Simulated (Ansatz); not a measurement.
Data:

Host crystal: corundum, with a band gap (PBE, scalar-relativistic without spin-orbit coupling).

End structure of F on the 1x1 (0001) surface of corundum (cut with top plane Al), one in a 1x1 cell, started at the site 'top O':

```xyz
21
Lattice="4.8088 0.0000 0.0000 -2.4044 4.1645 0.0000 0.0000 0.0000 27.5000" Properties=species:S:1:pos:R:3 pbc="T T T"
Al     2.4044     1.3882    10.3794
O      1.5165     2.8397    10.4714
O     -0.8131     4.0580    10.4714
O     -0.7034     1.4313    10.4714
Al     0.0000     0.0000    11.3378
Al     0.0000     2.7763    11.6260
O      0.7586     1.2920    12.6382
O     -1.6648     2.8615    12.6382
O      3.3105     0.0110    12.6382
Al     2.4046     1.3884    13.5351
Al     0.0027     0.0010    13.9932
O      3.8928     1.3972    14.8396
O      1.6590     2.6728    14.8383
O      1.6707     0.1020    14.8388
Al     0.0047     2.7811    15.8630
Al     2.4072     1.3968    16.1612
O      0.7891     4.1239    16.9692
O      0.7753     1.4385    16.9765
O     -1.5450     2.7904    16.9726
Al     0.0073     0.0068    17.7576
F      2.3981     4.1657    19.4058
```

Set-up: 21 atoms, 6.7 Å thick at the start under the adsorbate (thin: gaps and levels are the slab's own); mesh 6x6x1; 0.01 eV smearing; dipole correction on; 9 atoms held, the rest relaxed; no symmetry held; spin-polarised, ending with about 1.0 μB a cell, a value that depends on the mesh; orders that need a larger cell were not tried, no spin-orbit, no U, no dispersion correction. The slab shows no gap over 0.04 eV on its mesh. At the end it is bonded to Al. In PBE it is, or lies within 0.03 eV of, the lowest of the starts that converged.

A negative adsorption energy means that the adsorbate is more stable on the surface than in its reference.

Q: Estimate the work function of the top face that PBE (Ansatz, a first-principles code) returns for this input.

A: 9.93 eV

Q: Give the adsorption energy against ½ F2(g) at the level PBE.

A: -2.24 eV

Q: Give the change of the step from the bottom to the top vacuum level, against the clean slab at the level PBE.

A: 3.70 eV
